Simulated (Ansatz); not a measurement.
**A constructed model of the (0001) surface of hcp Co, ferromagnetic, a pseudomorphic layer of Ag in the other hollow (bottom of the slab: a bare face, its two planes held)**

Level of theory: PBE (plane waves to 420 eV, PAW; Ansatz, a quantum-chemistry and plane-wave program).

Set-up: 7 atoms, 12.5 Å thick at the start with caps and adatoms (thin: gaps and levels are the slab's own); mesh 17x17x1; 0.1 eV smearing; dipole correction on; 2 atoms held, the rest relaxed; start symmetry kept, larger cells not searched; spin-polarised, ending with about 9.9 μB a cell; orders that need a larger cell were not tried, no spin-orbit, no U. It is one candidate, not shown to be the stable structure of the face.

| Property | Value |
|---|---|
| work function of the top face | 4.78 eV |
| energy released by relaxation | 0.012 eV |
| magnetic moment of the cell | 9.91 μB |
| cost | very roughly 4 core-minutes |
